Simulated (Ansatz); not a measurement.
# K under a change: isotropic strain −1.50 %

Base system: K in the bcc (W type) structure (space group Im-3m, No. 229; a = 5.288 Å; relaxed with 0.1 eV smearing).

Now apply this change: the cell is scaled by 0.9850 in all directions, atoms relaxed at fixed cell.

Level of theory: Kohn–Sham DFT with the PBE functional, run in Ansatz (a program for electronic structure) with PAW and 420 eV plane waves, scalar-relativistic without spin-orbit coupling. Γ-centred 18×18×18 mesh, Fermi–Dirac width 0.1 eV.

The volume per atom drops by 3.28 Å³, from 73.94 Å³ to 70.66 Å³ and the space group is still Im-3m (No. 229). The energy increases by 1.7 meV/atom and the band gap remains zero.

Final structure:

```yaml
crystal:
  lattice:
    - [-2.60438, 2.60438, 2.60438]
    - [2.60438, -2.60438, 2.60438]
    - [2.60438, 2.60438, -2.60438]
  atoms:
    - { symbol: K, position: [0.00000, 0.00000, 0.00000] }
```

Cost of the whole job for the changed cell (relaxation, final SCF and bands): roughly 6 core-seconds.

Whether these cells are dynamically stable was not tested.
